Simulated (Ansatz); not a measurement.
Consider ZrO2 in the fluorite structure (space group Fm-3m, No. 225; a = 5.0642 Å).

Level of theory: Ansatz (a quantum-chemistry and plane-wave program), PBEsol, PAW, cutoff 420 eV, no SOC, earlier PAW set.

Before the change:

```
Quantity                      Result
-------------------  ---------------
Smallest direct gap          3.76 eV
Band gap                     3.33 eV
Gap character        indirect, X → Γ
```

The change: Ce takes the place of Zr on all its sites; the structure is relaxed again.

**Question.** How does this affect the smallest direct gap, band gap and gap character?

**Answer.** The smallest direct gap shrinks by 1.715 eV, from 3.76 eV to 2.05 eV; the band gap falls by 1.37 eV (3.33 eV → 1.96 eV); the gap character becomes indirect, a point along ⟨110⟩, about 0.9 Å⁻¹ from Γ → L (base: indirect, X → Γ).

Stability against distortions was not tested. Seeded moments were not kept for Zr → Ce. All final runs are without spin polarisation. This is not the structure that ZrO2 has at room temperature and ambient pressure.
